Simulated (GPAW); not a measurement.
Band structure of CsSnI3 (Pm-3m, 5 atoms in the cell).

```xyz
5
Lattice="6.3363 0.0000 0.0000 0.0000 6.3363 0.0000 0.0000 0.0000 6.3363" Properties=species:S:1:pos:R:3 pbc="T T T"
Cs     0.0000     0.0000     0.0000
Sn     3.1682     3.1682     3.1682
I      3.1682     0.0000     3.1682
I      0.0000     3.1682     3.1682
I      3.1682     3.1682     0.0000
```

Computed with PBE, GPAW PAW datasets PBE (gpaw-data 1.0.1) (plane waves; GPAW).

Settings: mode = pw; ecut = 550 eV; xc = PBE; kpts = 3 3 3; mesh shift (steps) = 0 0 0; occupations.name = fermi-dirac; occupations.width = 0.05 eV; nbands = -8; convergence.forces = 0.001 eV/Å; convergence.bands = -6; symmetry.symmorphic = false; symmetry.tolerance = 0.0005; maxiter = 100; bandpath_npoints = 40.

The starting cell has typed, rounded lattice constants, without a prior relaxation at this level. Its lattice was rescaled by a random factor within 2.5 % of one. Spin-orbit coupling is off.

### Question
Predict the gap along the standard path and the places of the band edges.

### Answer
The gap along the path is 0.58 eV, direct at R to within 0.01 eV.

Levels in eV from the top of the valence band on the SCF mesh, bands 19 to 26:
| point | 19 | 20 | 21 | 22 | 23 | 24 | 25 | 26 |
|---|---|---|---|---|---|---|---|---|
| Γ | -0.61 | -0.49 | -0.49 | -0.49 | 3.81 | 4.85 | 4.85 | 5.20 |
| X | -0.75 | -0.59 | -0.59 | -0.03 | 2.67 | 5.25 | 5.53 | 5.65 |
| M | -0.88 | -0.85 | -0.10 | 0.68 | 2.36 | 2.36 | 5.35 | 5.80 |
| R | -0.09 | -0.09 | -0.09 | 1.37 | 1.94 | 1.94 | 1.94 | 4.67 |
